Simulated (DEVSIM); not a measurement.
Structure: Al0.3Ga0.7As/GaAs n-p heterojunction, at 300 K.

Layer 1 from the left is Al0.3Ga0.7As, thickness (μm) 0.330, Nd (cm⁻³) 4.5e15, τn (s) 3.7e-10, τp (s) 3.7e-10. Layer 2 from the left is GaAs, thickness (μm) 4.30, Na (cm⁻³) 1.6e16, τn (s) 3.7e-10, τp (s) 3.7e-10.

Left contact: ohmic. Right contact: ohmic. Voltage is applied to the left contact. Recombination: SRH at mid-gap, Auger. Mobility is μmin + (μ − μmin)/(1 + (N/Nref)^α).

This is a model device: material constants are rounded textbook-type values typed into the input, and sizes, dopings and lifetimes were drawn at random. Values at 300 K.

Al0.3Ga0.7As: gap (eV) 1.7981, affinity (eV) 3.833, permittivity 12.05, Nc (cm⁻³) 6.96e17, Nv (cm⁻³) 9e18, μn (cm²/Vs) 3880, μp (cm²/Vs) 197, μn,min 500, μp,min 20, Nref,n 6e16, Nref,p 1.5e17, αn 0.39, αp 0.38, Cn (cm⁶/s) 1e-30, Cp (cm⁶/s) 1e-30. GaAs: gap (eV) 1.424, affinity (eV) 4.07, permittivity 12.9, Nc (cm⁻³) 4.7e17, Nv (cm⁻³) 9e18, μn (cm²/Vs) 8500, μp (cm²/Vs) 400, μn,min 500, μp,min 20, Nref,n 6e16, Nref,p 1.5e17, αn 0.39, αp 0.38, Cn (cm⁶/s) 1e-30, Cp (cm⁶/s) 1e-30.

Model (solved in DEVSIM): 1D drift-diffusion, Boltzmann statistics, complete ionisation; no tunnelling, impact ionisation, image-force lowering or self-heating. Band offsets follow the typed affinities; no thermionic-emission limit at abrupt steps, no polarisation charge.

What does the simulation give for the dark forward voltage at 100 A/cm², the largest field in the device at zero bias?

dark forward voltage at 100 A/cm² 1.209 V; largest field in the device at zero bias 42000 V/cm.
